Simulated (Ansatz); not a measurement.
Checking a run of Ansatz (a quantum-chemistry and plane-wave program) on Hf₃Fe₂Si₃ (Cmcm, 16 atoms in the cell). The aim is a self-consistent single point with DFT, PBEsol, plane waves, default PAW files made with PBE.

Cell that was meant: a = 5.2290 Å, b = 5.2290 Å, c = 12.6434 Å, α = 90.00°, β = 90.00°, γ = 137.51°.

Part of the input:

Ansatz 0.2 input:
```yaml
    - { symbol: Si, position_ang: [1.894928, -1.088262, 0.536586] }
    - { symbol: Si, position_ang: [1.894928, 1.594234, 3.160852] }
    - { symbol: Si, position_ang: [1.894928, -1.594234, 9.482555] }
basis:
  ecutwfc: 60
kpoints:
  mp_grid: { grid: [8, 8, 2] }
hamiltonian:
```

The program printed (abridged):

```
   [... lines left out ...]
PAW frozen core: Si, regenerated for the run's functional, and the local potential with it
Initial density: superposition of atomic densities (neutral atoms: chi_scale 0, normalization atom), corrected by the library's trained network
Initial wavefunctions: pseudopotential atomic-orbital guess
Eigensolver: davidson
Functional: x = pbesol(κ = 0.804, μ = 0.12345679012345678), c = pbesol(β = 0.046)
SCF iter   1: F=—  HF=-111269.336756 eV  |F-HF|=—  |Δ(HF+E_count)|=         —  Δρ=2.52e0  dr2=1.30e4  ethr=1.77e-3  ⟨swp⟩=1.0  Hψ=10381  notcnv=0
all-band conjugate gradients solve this SCF's bands
preconditioner: auto → LDOS
SCF iter   2: F=—  HF=-99472.073435 eV  |F-HF|=—  |Δ(HF+E_count)|=    1.18e4  S|Δr|=    0.00e0  Δρ=7.07e-1  dr2=2.90e3  ethr=1.77e-3  ⟨swp⟩=16.1  Hψ=44603  notcnv=0  defer=698
   [... lines left out ...]
SCF iter  12: F=—  HF=-98192.993204 eV  |F-HF|=—  |Δ(HF+E_count)|=   1.66e-5  S|Δr|=    0.00e0  Δρ=7.23e-5  dr2=1.87e-5  ethr=1.86e-8  ⟨swp⟩=2.0  Hψ=6261  notcnv=0  defer=702
SCF iter  13: F=—  HF=-98192.993197 eV  |F-HF|=—  |Δ(HF+E_count)|=   6.35e-6  S|Δr|=    0.00e0  Δρ=1.29e-5  dr2=6.16e-7  ethr=7.65e-9  ⟨swp⟩=2.5  Hψ=7168  notcnv=0  defer=702
SCF iter  14: F=-98192.993197 eV  HF=-98192.993197 eV  |F-HF|=8.76e-9  |Δ(HF+E_count)|=   2.12e-7  S|Δr|=    0.00e0  Δρ=1.72e-6  dr2=1.09e-8  ethr=4.10e-11  ⟨swp⟩=17.5  Hψ=32839  notcnv=0
SCF 1 converged in 14 iterations: F = -98192.993197 eV  dr2 = 1.09e-8
Stability not checked (fill_not_monotonic)
Free energy (F): -98192.993197 eV
Internal energy: -98192.993070 eV  (E = F + TS)
E sigma→0 (E₀):  -98192.993155 eV
Entropy (-TS):   -0.000127 eV (-0.008 meV/atom)
Fermi energy:    28.243569 eV
--- Forces (eV/Å), atoms counted from 1 ---
  atom   1  Hf     0.00000000    28.21615703    10.52334447
  atom   2  Hf     0.00000000   -28.21615703   -10.52334447
  atom   3  Hf     0.00000000   -28.21615703    10.52334447
   [... lines left out ...]
--- Stress (GPa, compression-positive) ---
   -16444.823680       0.000000       0.000000
        0.000000  -16598.166102       0.000000
        0.000000       0.000000  -16559.855687
  P = ⅓ Tr σ = -16534.2818 GPa (-165342.818 kbar)
  The stress holds no Pulay correction (an occupied level lies too near the plane-wave cutoff): it is that at fixed plane waves, as pw.x and ABINIT print it
```

Can these results be used? Check the input.

The run is not sound. The fault is this: a cutoff meant in Ry typed as a bare number, read as eV. A bare number is read in the key's own unit, and eV, Ry (13.6 eV) and Ha (27.2 eV) lie far apart, so the setting ends up far from the one that was meant. To fix it, convert the value to the unit that the key expects. The run converged in 14 iterations without an error; against the sound input the free energy rises by 1060 eV/atom, the pressure goes from 3.56 to -16530 GPa and the largest force goes from 0.134 to 30.11 eV/Å.

An input that runs soundly differs in these lines (not the only fix; some lines may just follow from the change or write a value another way):
```diff
-basis:
-  ecutwfc: 60
```

With that input, the run converged in 10 iterations: free energy E − TS (on the zero of these files) -115125.9354 eV; Fermi level (on the code's own zero) 18.68 eV; pressure 3.56 GPa; largest force (vector length) 0.134 eV/Å (DFT, PBEsol, plane waves, default PAW files made with PBE).

On the sound input: the starting cell comes from a database of computed structures (which also holds hypothetical and non-ambient phases and stackings), without a prior relaxation at this level. Its lattice was rescaled by a random factor within 2.5 % of one. Spin-orbit coupling is off. Spin polarisation is off. With a pressure of about 4 GPa the cell is away from its equilibrium volume at this level. Ansatz's pressure includes its estimate of the finite-basis (Pulay) stress.
